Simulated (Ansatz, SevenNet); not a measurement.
For cubic perovskite CsPbCl3 (cubic high-temperature phase), the machine-learned potential SevenNet-0 (trained on PBE and PBE+U data) gives:

* **equilibrium lattice constant a**: 5.741 Å
* **elastic constant C11**: 48.1 GPa
* **elastic constant C44**: 8.1 GPa
* **polycrystal shear modulus**: 11.0 GPa

**Question.** What does HSE06 (Ansatz, a quantum-chemistry and plane-wave program, PAW) give for the same quantities?

**Answer.** 
- lattice constant a: 5.706 Å (decreases by 0.6 %)
- elastic constant C11: 52.8 GPa (rises by 9.8 %)
- elastic constant C44: 5.4 GPa (drops by 33 %)
- Voigt–Reuss–Hill shear modulus: 9.9 GPa (shrinks by 10.0 %)

Changes are worked out from the printed values.

Unless a cell is named, each level is at its own relaxed cell (SevenNet-0 37.84, HSE06 37.16 Å³/atom).

Levels without +SOC leave out spin–orbit coupling, which shifts energies and cells of such heavy elements.

Caveats: the relaxation could not lower the start's symmetry, so the cell can be a saddle point above a distorted one (SevenNet-0, HSE06). Ansatz's density-functional and Hartree–Fock values are scalar-relativistic unless marked +SOC, with PAW data made under PBE.
